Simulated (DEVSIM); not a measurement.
System: illuminated In0.53Ga0.47As p-on-n cell, one wavelength, at 400 K.

| layer (left to right) | material | thickness (μm) | Nd (cm⁻³) | Na (cm⁻³) | τn (s) | τp (s) | absorption coefficient (cm⁻¹) |
|---|---|---|---|---|---|---|---|
| 1 | In0.53Ga0.47As | 0.170 | - | 5.3e17 | 7.4e-11 | 5.3e-10 | 13000 |
| 2 | In0.53Ga0.47As | 0.710 | 3e15 | - | 2.1e-9 | 2.1e-9 | 13000 |

Left contact: ohmic, minority electron recombination velocity 30 cm/s. Right contact: ohmic, minority hole recombination velocity 70 cm/s. Voltage is applied to the left contact. Recombination: SRH at mid-gap, radiative, Auger. Light enters at the left, 7.2e17 photons cm⁻² s⁻¹, one pass, no reflection. Mobility is constant in doping.

Constants are typed, rounded textbook-type inputs, not results; the design itself was drawn at random and stands for no fabricated device. Values at 300 K; Nc and Nv go as T^1.5, mobilities as T to minus their exponent, the gap by Varshni's rule with the affinity fixed.

| parameter | In0.53Ga0.47As |
|---|---|
| gap (eV) | 0.74 |
| affinity (eV) | 4.51 |
| permittivity | 13.9 |
| Nc (cm⁻³) | 2.1e17 |
| Nv (cm⁻³) | 7.7e18 |
| μn (cm²/Vs) | 12000 |
| μp (cm²/Vs) | 300 |
| T exponent of μn | 1.6 |
| T exponent of μp | 1.6 |
| B (cm³/s) | 9.6e-11 |
| Cn (cm⁶/s) | 5e-29 |
| Cp (cm⁶/s) | 5e-29 |
| Varshni α (eV/K) | 0.00035 |
| Varshni β (K) | 190 |

Model (solved in DEVSIM): 1D drift-diffusion, Boltzmann statistics, complete ionisation; no tunnelling, impact ionisation, image-force lowering or self-heating.

Task: Give the current under light (generator sign).

Result: 
```csv
V (V),J (mA/cm²)
0.00,77.6
0.02,59.9
0.04,34.4
0.06,-3.32
```
